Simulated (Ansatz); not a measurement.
# A computed series for K2PtH6: pressure series

The parent structure is K₂PtH₆ (space group Fm-3m, No. 225; a = 8.114 Å; a cell from a computed database, its experimental status unchecked).

Cell and atoms are relaxed at each pressure.

Method: DFT with r2SCAN, PAW potentials and a 500 eV plane-wave cutoff in Ansatz (a first-principles code), scalar-relativistic without spin-orbit coupling, earlier PAW set.

Before the change:

The band gap is 4.36 eV.

### Question
The aim is a band gap between 2.28 eV and 2.48 eV. Which of these changes reaches it?
A. pressure 18 GPa
B. pressure −2 GPa
C. pressure −1 GPa
D. pressure 30 GPa
E. pressure 60 GPa

### Answer
E, pressure 60 GPa. It gives 2.37 eV; pressure 30 GPa gives 3.24 eV; pressure −2 GPa gives 4.47 eV; pressure −1 GPa gives 4.41 eV; pressure 18 GPa gives 3.63 eV. Changes not listed may reach it too

Spin-orbit coupling, missing from the scalar runs, can matter with Pt. Load acts through the strain it causes; cell and atoms are relaxed under it. Whether these cells are dynamically stable was not tested. Competing high-pressure phases were not computed.
